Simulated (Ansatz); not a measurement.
The starting structures come from a database of crystals and need not be the phases stable at ambient conditions.

Data:

```yaml
crystal:
  lattice:
    - [5.92222, 0.00000, 0.00000]
    - [2.96111, 8.17659, -0.01638]
    - [2.96111, -1.06682, 2.76226]
  atoms:
    - { symbol: Pb, position: [0.19470, 0.80530, 0.30530] }
    - { symbol: Pb, position: [0.30530, 0.19470, 0.69470] }
    - { symbol: Br, position: [0.85368, 0.64632, 0.14632] }
    - { symbol: Br, position: [0.64632, 0.35368, 0.85368] }
    - { symbol: F, position: [0.50000, 0.00000, 0.00000] }
    - { symbol: F, position: [0.00000, 0.00000, 0.00000] }
```

The cell was relaxed by PBE-D3(BJ).

Transport runs along the normal of the first two printed cell vectors, the (111) plane of the conventional cell.

The gap is the functional's own, uncorrected, and κ follows it; spin-orbit coupling is left out. Mid-gap means the computed energy nearest the middle.

Problem. Compute, with r2SCAN (Ansatz, a program for electronic structure), the band gap and the smallest decay constant κ at mid-gap.

Solution. Gap 3.04 eV on a 12×12×12 mesh; κ = 0.253 1/Å, at (0.000, 0.250) of the in-plane reciprocal vectors. At the zone centre the slowest state has κ = 0.30 1/Å.
